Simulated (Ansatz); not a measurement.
System: cubic perovskite CsPbCl3 (cubic high-temperature phase). Method: r²SCAN+rVV10 (PAW; Ansatz, a first-principles code).

Settings: plane-wave cutoff 560 eV, 6×6×6 k mesh, Fermi–Dirac smearing 0.01 eV, scalar-relativistic PAW data made under PBE.

Response to compression and expansion:

```json
[
 {"V (Å³/atom)": "33.500", "P (GPa)": "1.91", "direct gap at Γ (eV)": "6.552", "smallest gap on the k mesh (eV)": "1.994"},
 {"V (Å³/atom)": "34.212", "P (GPa)": "1.20", "direct gap at Γ (eV)": "6.495", "smallest gap on the k mesh (eV)": "2.108"},
 {"V (Å³/atom)": "34.925", "P (GPa)": "0.57", "direct gap at Γ (eV)": "6.440", "smallest gap on the k mesh (eV)": "2.214"},
 {"V (Å³/atom)": "35.638", "P (GPa)": "0.00", "direct gap at Γ (eV)": "6.387", "smallest gap on the k mesh (eV)": "2.312"},
 {"V (Å³/atom)": "36.351", "P (GPa)": "-0.51", "direct gap at Γ (eV)": "6.336", "smallest gap on the k mesh (eV)": "2.402"},
 {"V (Å³/atom)": "37.063", "P (GPa)": "-0.96", "direct gap at Γ (eV)": "6.287", "smallest gap on the k mesh (eV)": "2.485"},
 {"V (Å³/atom)": "37.776", "P (GPa)": "-1.36", "direct gap at Γ (eV)": "6.240", "smallest gap on the k mesh (eV)": "2.562"}
]
```

The fundamental gap (2.31 eV at the equilibrium volume, with added k points) lies elsewhere than Γ–Γ.

Note: the relaxation could not lower the start's symmetry, so the cell can be a saddle point above a distorted one.

Spin–orbit coupling is not included; with these elements it can move the gap by several tenths of an eV or more.
